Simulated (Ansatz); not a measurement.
Base system: HfO2 in the fluorite structure (space group Fm-3m, No. 225; a = 5.0010 Å).

Structures relaxed with LDA, PAW, 420 eV (Ansatz, an electronic-structure program; no SOC).

Base:

Simulated powder pattern, Cu Kα1, λ = 1.54056 Å (kinematic, ideal powder, no thermal factors, no anomalous dispersion; the 8 strongest lines at most, above 2 %, up to 2θ = 90°):

```json
[
 {"2θ (°)": "30.95", "I/Imax (%)": "100", "hkl": "(111)"},
 {"2θ (°)": "35.88", "I/Imax (%)": "34", "hkl": "(200)"},
 {"2θ (°)": "51.65", "I/Imax (%)": "50", "hkl": "(220)"},
 {"2θ (°)": "61.44", "I/Imax (%)": "45", "hkl": "(311)"},
 {"2θ (°)": "64.49", "I/Imax (%)": "9.6", "hkl": "(222)"},
 {"2θ (°)": "76.06", "I/Imax (%)": "7.7", "hkl": "(400)"},
 {"2θ (°)": "84.35", "I/Imax (%)": "19", "hkl": "(331)"},
 {"2θ (°)": "87.07", "I/Imax (%)": "14", "hkl": "(420)"}
]
```

After one change:

Simulated powder pattern, Cu Kα1, λ = 1.54056 Å (kinematic, ideal powder, no thermal factors, no anomalous dispersion; the 8 strongest lines at most, above 2 %, up to 2θ = 90°):

```
2θ (°)  I/Imax (%)
------  ----------
30.79          100
35.70           34
51.38           50
61.10           45
64.13          9.6
75.62          7.7
83.83           19
86.53           14
```

Problem. Which change produced these results?
(A) isotropic strain +1.00 %
(B) isotropic strain +0.50 %
(C) isotropic strain −3.00 %
(D) isotropic strain +2.50 %

Solution. B, isotropic strain +0.50 %. Its volume per atom is 10.58 Å³ against 10.42 Å³, and its space group is Fm-3m (No. 225).

No phonon test of stability was made. This is not the structure that HfO2 has at room temperature and ambient pressure.
